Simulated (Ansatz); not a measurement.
# Antifluorite K₂S

Calculation: G0W0@PBEsol+SOC (Ansatz, an electronic-structure program, plane waves, hard PAW, contour deformation, complete-basis limit, spin–orbit shift from PBEsol).

Run with largest k mesh 8×8×8 (not extrapolated in the mesh).

Cell (measured lattice):

```cif
data_K8S4
_chemical_formula_sum 'K8 S4'
_space_group_name_H-M_alt 'Fm-3m'
_space_group_IT_number 225
_space_group_name_Hall '-F 4 2 3'
_cell_length_a 7.39100
_cell_length_b 7.39100
_cell_length_c 7.39100
_cell_angle_alpha 90.000
_cell_angle_beta 90.000
_cell_angle_gamma 90.000
loop_
_atom_site_label
_atom_site_type_symbol
_atom_site_symmetry_multiplicity
_atom_site_Wyckoff_symbol
_atom_site_fract_x
_atom_site_fract_y
_atom_site_fract_z
_atom_site_occupancy
K1 K 8 c 0.25000 0.25000 0.25000 1
S1 S 4 a 0.00000 0.00000 0.00000 1
```
(The calculation used a cell of 3 atoms; values per cell refer to that cell.)

| Item | Value |
|---|---|
| band gap | 3.98 eV |

Note: spin–orbit coupling enters as the shift of the gap found with a semilocal functional; cell and atoms aren't relaxed at this level.

Static lattice: no zero-point or thermal effects.

Cost on a shared machine: around 90 core-minutes (rough).
